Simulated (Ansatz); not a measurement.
The parent structure is TaN (space group P6/mmm, No. 191; a = 5.202 Å, c = 2.906 Å). Axes: x lies along a and z along c of the hexagonal cell.

Level of theory: Ansatz (a quantum-chemistry and plane-wave program), PBEsol, PAW, cutoff 420 eV, no spin-orbit coupling.

Base values:

| Quantity | Value |
|---|---|
| Pressure | 0.0 GPa |
| Volume per atom | 11.35 Å³ |
| Band gap | zero |

One thing is altered: biaxial strain +4.55 %, plane normal [001], relaxed out of plane (Cartesian); in-plane vectors clamped, the third vector and the atoms free.

**Question.** How does this affect the pressure, volume per atom and band gap?

**Answer.** The pressure (mean of the normal stresses, compression positive) goes from zero to -13.5 GPa; the volume per atom grows by 0.79 Å³ to 12.14 Å³; the band gap remains zero.

No phonon test of stability was made. The final runs are not spin-polarised. This is not the structure that TaN has at room temperature and ambient pressure.
